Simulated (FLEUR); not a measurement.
# Short convergence ladders for FeNi (R3m, 2 atoms in the cell)

```
FeNi
1.0
    1.25164     0.72264     4.11099
   -1.25164     0.72264     4.11099
    0.00000    -1.44527     4.11099
Fe Ni
1 1
Direct
  0.00405   0.00405   0.00405
  0.50000   0.50000   0.50000
```
Moments meant for the start (each program seeds them in its own way; μB, in the order of the atoms Fe Ni): 4.0 2.0.

Base method: PBEsol, all-electron FLAPW (FLEUR), scalar-relativistic valence in FLEUR.

Base settings: Kmax = 3.6 1/bohr; GmaxXC = 14.4 1/bohr; xcFunctional = PBEs; jspins = 2; l_soc = F; mode = hist; fermiSmearingEnergy = 0.00367493 Htr; mesh (inpgen div1-3) = 5 5 5; inpgen gamma flag = false; Gmax = 14.4 1/bohr.

**The basis cutoff**

Moved along: Gmax, GmaxXC.

The second cell is the first with its lattice scaled by 0.98.

The mesh stays at the base's, so the ladder's end is converged at best in this setting alone.

Only quantities that move along the ladder and can be compared are tabulated.

The magnetic state is not the same in all runs (site moments differ, or a search went on to a lower state), so steps between rows are not convergence errors alone.

| Kmax | free energy less the last step's (meV/atom) | energy of the compressed cell less the first (meV/atom) | largest difference of a force vector from the last step's (eV/Å) | net moment (μB/atom) |
|---|---|---|---|---|
| 2.13 1/bohr | 24855.82 | -2917.20 | 0.162 | 0.000 |
| 2.41 1/bohr | 12544.41 | -496.94 | 3.337 | 1.285 |
| 2.67 1/bohr | 6078.76 | -97.01 | 2.048 | 1.754 |
| 3.01 1/bohr | 1653.44 | -9.32 | 0.056 | 1.589 |
| 3.42 1/bohr | 357.00 | -6.02 | 0.008 | 1.588 |
| 3.6 1/bohr | 184.45 | -1.88 | 0.002 | 1.580 |
| 3.94 1/bohr | 51.68 | -1.29 | 0.002 | 1.601 |
| 4.76 1/bohr | 0.00 | -0.03 | 0.000 | 1.605 |

Coarsest Kmax that holds the net moment within 0.05 μB/atom of the last step, with all finer ones: 3.01 1/bohr; the step before is off by 0.15 μB/atom.

Coarsest Kmax that holds the free energy within 5 meV/atom: not settled: the last two steps still differ by 52 meV/atom, over half the tolerance, so the ladder does not show it.

Coarsest Kmax that holds the forces within 0.005 eV/Å of the last step, with all finer ones: 3.6 1/bohr; the step before is off by 0.008 eV/Å.

**The density cutoff**

Moved along: GmaxXC.

The mesh stays at the base's, so the ladder's end is converged at best in this setting alone.

Only quantities that move along the ladder and can be compared are tabulated.

| Gmax | free energy less the last step's (meV/atom) |
|---|---|
| 7.2 1/bohr | -1.00 |
| 8 1/bohr | -0.23 |
| 8.8 1/bohr | 0.19 |
| 10.2 1/bohr | -0.08 |
| 11.4 1/bohr | 0.01 |
| 12.5 1/bohr | -0.01 |
| 14.4 1/bohr | 0.00 |

Coarsest Gmax that holds the free energy within 0.5 meV/atom of the last step, with all finer ones: 8 1/bohr; the step before is off by 1.00 meV/atom.

On the base run: the starting cell comes from a database of computed structures (which also holds hypothetical and non-ambient phases and stackings), without a prior relaxation at this level. Its lattice was rescaled by up to half a per cent. One atom was moved a little off its site on purpose. The magnetic order is the one reached from the typed start; others were not searched systematically. Values depend on the basis (sphere radii, cutoffs, local orbitals), which need not be converged.
